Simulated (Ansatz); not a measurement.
Structures of equal composition on the (100) surface of rock-salt TiN: a layer of Ta, one atom over each N; a layer of Ta, one atom over each Ti. The slabs share one bottom face, and each structure is named by its start. These are constructed structures in small cells; real faces may alloy, dewet or reconstruct in larger ones, and not all known structures of the face are among them. Slabs of about 13 Å, Fermi-Dirac smearing of 0.1 eV. Bottom of the slabs: a bare face, its two planes held. Relaxed from the named starts with such symmetry as they have, on meshes of like density; energies extrapolated to zero smearing; spin only where a row says so; no spin-orbit coupling, no U. Brackets mark spin-polarised runs, whose order is one that fits the cell.

The numbers are results of PBE (plane waves to 420 eV, PAW; Ansatz, a program for electronic structure), not measurements.

**Question.** Order them by energy per 1x1 cell (lowest first) at the level PBE.

**Answer.** a layer of Ta, one atom over each N (0.000 eV), a layer of Ta, one atom over each Ti (2.390 eV)
